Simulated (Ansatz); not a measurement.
Amorphous Si30N44Ti3, 77 atoms at 3.05 g/cm³, one PBE-relaxed geometry, zone centre. Methods: PBE, scalar-relativistic without spin-orbit coupling (Ansatz, a quantum-chemistry and plane-wave program); r2SCAN, scalar-relativistic without spin-orbit coupling (Ansatz); HSE06, scalar-relativistic without spin-orbit coupling (Ansatz). Plane waves to 420 eV (r2SCAN 500 eV); exact exchange is cut at the cell's faces. At PBE the levels at both edges of the gap are localised (band-tail or defect states), and the nearest spread-out levels lie 3.1 eV apart at the zone centre. The higher rungs were started with moments on some atoms, which died out.

The cell was made by melting and quenching with the CHGNet potential and then relaxed with DFT. N atoms were pushed apart under 1.9 Å during the dynamics, to hinder bonds among them. The hot cell started wider than the set density and was brought back towards it in steps. It is the lowest in DFT energy of 2 quenches. It is a model cell: composition and starting density were chosen by hand, and all elements were melted together. No dispersion term was used. Its density started from a set value of 3.05 and ended at 3.05 g/cm³. Cooling (nominally 380 K/ps over its main leg) ran many orders faster than in experiment, which tends to leave more defects and strain. A cell of this size samples the disorder only roughly. The volume was held where the preparation left it, at a PBE pressure of 2.5 GPa. Stress components on the final sampling reach 5.4 GPa.

The relaxation ran on the zone centre alone. At PBE the gap between localised states is 1.18 eV on a 2×2×2 Γ-centred mesh, and the spacing at the zone centre alone 1.21 eV.

Problem. What zone-centre spacing does r2SCAN give, roughly?

Solution. 1.52 eV (+0.31 eV against PBE).

Problem. What zone-centre spacing does HSE06 give, roughly?

Solution. 2.61 eV (+1.40 eV against PBE).

The highest filled and the lowest empty state spread over these numbers of atoms (participation numbers): PBE: 3.3 and 1.8; r2SCAN: 3.2 and 1.8; HSE06: 3.2 and 2.1.
